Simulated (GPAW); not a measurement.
**GPAW run on YRhO3 (Pnma, 20 atoms in the cell): self-consistent single point**

Level of theory: LDA (Perdew-Wang 92), GPAW PAW datasets LDA (gpaw-data 1.0.1) (plane waves; GPAW).

Input as run:

```python
from ase import Atoms
from ase.dft.kpoints import monkhorst_pack
from ase.units import GPa
from gpaw import GPAW, PW

atoms = Atoms(['Y', 'Y', 'Y', 'Y', 'Rh', 'Rh', 'Rh', 'Rh', 'O', 'O', 'O', 'O', 'O', 'O', 'O', 'O', 'O', 'O', 'O', 'O'],
              cell=[[5.642394, 0.000000, 0.000000],
                    [0.000000, 7.427335, 0.000000],
                    [0.000000, 0.000000, 5.121199]],
              positions=[[2.348816, 1.856834, 0.151844],
                         [3.293578, 5.570501, 4.969355],
                         [0.472381, 5.570501, 2.712443],
                         [5.170013, 1.856834, 2.408756],
                         [0.000000, 0.000000, 0.000000],
                         [2.821197, 0.000000, 2.560599],
                         [2.821197, 3.713668, 2.560599],
                         [0.000000, 3.713668, 0.000000],
                         [1.074143, 0.455444, 1.656247],
                         [4.568251, 6.971891, 3.464952],
                         [1.747054, 6.971891, 4.216846],
                         [3.895340, 0.455444, 0.904353],
                         [3.895340, 3.258223, 0.904353],
                         [1.747054, 4.169112, 4.216846],
                         [4.568251, 4.169112, 3.464952],
                         [1.074143, 3.258223, 1.656247],
                         [3.111555, 1.856834, 3.237776],
                         [2.530839, 5.570501, 1.883423],
                         [5.352036, 5.570501, 0.677176],
                         [0.290358, 1.856834, 4.444023]],
              pbc=True)

calc = GPAW(mode=PW(950),
            xc='LDA',
            kpts=monkhorst_pack((3, 3, 4)) + [0.5 / 3, 0.5 / 3, 0],
            occupations={'name': 'fixed-uniform'},
            nbands=-4,
            convergence={'density': 1e-05, 'bands': -2},
            symmetry={'symmorphic': False, 'tolerance': 0.0005},
            maxiter=150,
            txt='-')

atoms.calc = calc

energy = atoms.get_potential_energy()
print('Energy (eV):', round(energy, 6))
forces = atoms.get_forces()
print('Forces (eV/Ang):')
print(forces.round(5))
stress = atoms.get_stress()
print('Stress (GPa, Voigt):', (stress / GPa).round(4))
```

The program printed (abridged):

```
Input parameters:
  convergence: {bands: -2,
                density: 1e-05}
  kpts: [[-0.16666667 -0.16666667 -0.375     ],
         [-0.16666667 -0.16666667 -0.125     ],
         [-0.16666667 -0.16666667  0.125     ],
         ...,
         [ 0.5         0.5        -0.125     ],
         [ 0.5         0.5         0.125     ],
         [ 0.5         0.5         0.375     ]]
  maxiter: 150
  mode: {ecut: 950.0,
         name: pw}
  nbands: -4
  occupations: {name: fixed-uniform}
  symmetry: {symmorphic: False,
             tolerance: 0.0005}

species:
  Y:
    name: Yttrium
    Z: 39.0
    valence: 11
    core: 28
    charge: 0.0
    file: Y.LDA.gz

    # Using partial waves for Y as LCAO basis

  Rh:
    name: Rhodium
    Z: 45.0
    valence: 15
    core: 30
    charge: 0.0
    file: Rh.LDA.gz

    # Using partial waves for Rh as LCAO basis

  O:
    name: Oxygen
    Z: 8.0
    valence: 6
    core: 2
    charge: 0.0
    file: O.LDA.gz

    # Using partial waves for O as LCAO basis

Reference energy: -912322.963447  # eV

Spin-paired calculation

Convergence criteria:
 Maximum [total energy] change in last 3 cyles: 0.0005 eV / valence electron
 Maximum integral of absolute [dens]ity change: 1e-05 electrons / valence electron
 Maximum integral of absolute [eigenst]ate change: 4e-08 eV^2 / valence electron
 Maximum number of scf [iter]ations: 150

Symmetries present (total): 8
Symmetries with fractional translations: 6
36 k-points: 3 x 3 x 4 Monkhorst-Pack grid + [1/6,1/6,0.000000]
8 k-points in the irreducible part of the Brillouin zone
       k-points in crystal coordinates                weights
   0:     0.16666667    0.16666667    0.12500000          8/36
   1:     0.16666667    0.16666667    0.37500000          8/36
   2:     0.16666667    0.50000000    0.12500000          4/36
   3:     0.16666667    0.50000000    0.37500000          4/36
   4:     0.50000000    0.16666667    0.12500000          4/36
   5:     0.50000000    0.16666667    0.37500000          4/36
   6:     0.50000000    0.50000000    0.12500000          2/36
   7:     0.50000000    0.50000000    0.37500000          2/36

Wave functions: Plane wave expansion
  Cutoff energy: 950.000 eV
  Number of coefficients (min, max): 14248, 14304
  Pulay-stress correction: 0.000000 eV/Ang^3 (de/decut=0.000000)

Occupation numbers: # Uniform distribution of occupation numbers

Eigensolver

Densities:
  Coarse grid: 42*54*40 grid
  Fine grid: 84*108*80 grid
  Total Charge: 0.000000

Density mixing:
  Method: separate
  Backend: pulay
  Linear mixing parameter: 0.05
  old densities: 5
  Damping of long wavelength oscillations: 50

Hamiltonian:
  XC and Coulomb potentials evaluated on a 84*108*80 grid
  External potential:
    NoExternalPotential

Number of atoms: 20
Number of atomic orbitals: 148
Number of bands in calculation: 92
Number of valence electrons: 176
Bands to converge: 90

Density initialized from atomic densities
  92 bands from LCAO basis set

Atomic positions and initial magnetic moments

Positions:
   0 Y      2.348816    1.856834    0.151844    ( 0.0000,  0.0000,  0.0000)
   1 Y      3.293578    5.570501    4.969355    ( 0.0000,  0.0000,  0.0000)
   2 Y      0.472381    5.570501    2.712443    ( 0.0000,  0.0000,  0.0000)
   3 Y      5.170013    1.856834    2.408756    ( 0.0000,  0.0000,  0.0000)
   4 Rh     0.000000    0.000000    0.000000    ( 0.0000,  0.0000,  0.0000)
   5 Rh     2.821197    0.000000    2.560599    ( 0.0000,  0.0000,  0.0000)
   6 Rh     2.821197    3.713668    2.560599    ( 0.0000,  0.0000,  0.0000)
   7 Rh     0.000000    3.713668    0.000000    ( 0.0000,  0.0000,  0.0000)
   8 O      1.074143    0.455444    1.656247    ( 0.0000,  0.0000,  0.0000)
   9 O      4.568251    6.971891    3.464952    ( 0.0000,  0.0000,  0.0000)
  10 O      1.747054    6.971891    4.216846    ( 0.0000,  0.0000,  0.0000)
  11 O      3.895340    0.455444    0.904353    ( 0.0000,  0.0000,  0.0000)
  12 O      3.895340    3.258223    0.904353    ( 0.0000,  0.0000,  0.0000)
  13 O      1.747054    4.169112    4.216846    ( 0.0000,  0.0000,  0.0000)
  14 O      4.568251    4.169112    3.464952    ( 0.0000,  0.0000,  0.0000)
  15 O      1.074143    3.258223    1.656247    ( 0.0000,  0.0000,  0.0000)
  16 O      3.111555    1.856834    3.237776    ( 0.0000,  0.0000,  0.0000)
  17 O      2.530839    5.570501    1.883423    ( 0.0000,  0.0000,  0.0000)
  18 O      5.352036    5.570501    0.677176    ( 0.0000,  0.0000,  0.0000)
  19 O      0.290358    1.856834    4.444023    ( 0.0000,  0.0000,  0.0000)

Unit cell:
           periodic     x           y           z      points  spacing
  1. axis:    yes    5.642394    0.000000    0.000000    42     0.1343
  2. axis:    yes    0.000000    7.427335    0.000000    54     0.1375
  3. axis:    yes    0.000000    0.000000    5.121199    40     0.1280

  Lengths:   5.642394   7.427335   5.121199
  Angles:   90.000000  90.000000  90.000000

Effective grid spacing dv^(1/3) = 0.1332

     iter     time        total  log10-change:
                         energy   eigst   dens
iter:   1 --:--:--  -197.130188   +0.43
iter:   2 --:--:--  -189.763041   -0.84  -1.07
iter:   3 --:--:--  -173.550750   +0.21  -1.13
iter:   4 --:--:--  -174.318845   -0.70  -1.44
iter:   5 --:--:--  -179.379958   -0.54  -1.49
iter:   6 --:--:--  -173.552129   -0.37  -1.49
iter:   7 --:--:--  -174.082920   -0.88  -2.31
iter:   8 --:--:--  -173.741378   -1.86  -2.07
iter:   9 --:--:--  -173.816299   -2.30  -2.42
iter:  10 --:--:--  -173.666937   -2.08  -2.35
iter:  11 --:--:--  -173.715102   -2.02  -2.78
iter:  12 --:--:--  -173.669760c  -2.69  -2.65
iter:  13 --:--:--  -173.669389c  -3.79  -3.27
iter:  14 --:--:--  -173.670447c  -3.51  -3.33
iter:  15 --:--:--  -173.668313c  -3.86  -3.31
iter:  16 --:--:--  -173.668463c  -4.33  -3.52
iter:  17 --:--:--  -173.668442c  -4.19  -3.47
   [... 14 lines left out ...]
iter:  32 --:--:--  -173.668106c  -6.23  -4.75
iter:  33 --:--:--  -173.668105c  -6.39  -4.77
iter:  34 --:--:--  -173.668107c  -6.28  -4.90
iter:  35 --:--:--  -173.668107c  -6.24  -4.90
iter:  36 --:--:--  -173.668105c  -6.57  -4.90
iter:  37 --:--:--  -173.668105c  -6.79  -5.47c
iter:  38 --:--:--  -173.668105c  -6.84  -5.49c
iter:  39 --:--:--  -173.668105c  -7.02  -5.58c
iter:  40 --:--:--  -173.668105c  -6.90  -5.83c
iter:  41 --:--:--  -173.668105c  -7.01  -5.97c
iter:  42 --:--:--  -173.668105c  -7.07  -6.07c
iter:  43 --:--:--  -173.668105c  -7.12  -6.12c
iter:  44 --:--:--  -173.668105c  -7.26  -6.15c
iter:  45 --:--:--  -173.668105c  -7.30  -6.20c
iter:  46 --:--:--  -173.668105c  -7.37  -6.22c
iter:  47 --:--:--  -173.668105c  -7.45c -6.20c

Converged after 47 iterations.

Dipole moment: (-0.000000, 0.000006, -0.000006) |e|*Ang

Energy contributions relative to reference atoms: (reference = -912322.963447)

Kinetic:       +175.649329
Potential:     -177.716755
External:        +0.000000
XC:            -171.046639
Entropy (-ST):   +0.000000
Local:           -0.554041
SIC:             +0.000000
--------------------------
Free energy:   -173.668105
Extrapolated:  -173.668105

Showing only first 2 kpts
 Kpt  Band  Eigenvalues  Occupancy
  0    86      9.08298    2.00000
  0    87      9.21131    2.00000
  0    88     10.31051    0.00000
  0    89     10.31391    0.00000

  1    86      9.03874    2.00000
  1    87      9.13877    2.00000
  1    88     10.43286    0.00000
  1    89     10.70876    0.00000

Fermi level: 9.75871

Gap: 1.095 eV
Transition (v -> c):
  (s=0, k=0, n=87, [0.17, 0.17, 0.12]) -> (s=0, k=2, n=88, [0.17, 0.50, 0.12])
Direct/indirect transitions are different
Direct gap: 1.099 eV
Transition at: (s=0, k=0, n=87, [0.17, 0.17, 0.12])
Energy (eV): -173.668105

Forces in eV/Ang:
  0 Y    -0.05381   -0.00000    0.13006
  1 Y     0.05381    0.00000   -0.13006
  2 Y     0.05381   -0.00000    0.13006
  3 Y    -0.05381    0.00000   -0.13006
  4 Rh    0.00000    0.00000   -0.00000
  5 Rh    0.00000    0.00000   -0.00000
  6 Rh   -0.00000    0.00000    0.00000
  7 Rh    0.00000    0.00000   -0.00000
  8 O     0.02413   -0.00025    0.11216
  9 O    -0.02413    0.00025   -0.11216
 10 O    -0.02413    0.00025    0.11216
 11 O     0.02413   -0.00025   -0.11216
 12 O     0.02413    0.00025   -0.11216
 13 O    -0.02413   -0.00025    0.11216
 14 O    -0.02413   -0.00025   -0.11216
 15 O     0.02413    0.00025    0.11216
 16 O    -0.01565    0.00000    0.14089
 17 O     0.01565   -0.00000   -0.14089
 18 O     0.01565    0.00000    0.14089
 19 O    -0.01565    0.00000   -0.14089

Stress tensor:
    -0.029330     0.000000     0.000000
     0.000000    -0.020089     0.000000
     0.000000     0.000000    -0.020711
Stress (GPa, Voigt): [-4.6992 -3.2186 -3.3183  0.      0.      0.    ]
```

The run converged in 47 iterations. GPAW prints stress with tension positive.

At such cutoffs GPAW's stress carries a finite-basis (Pulay) error, which enters relaxed cells too; its log prints stress with tension positive.

The starting cell comes from a database of computed structures (which also holds hypothetical and non-ambient phases and stackings), without a prior relaxation at this level. Its lattice was rescaled by a random factor within 2.5 % of one.

Cost on one core of a shared machine: roughly 20 min.
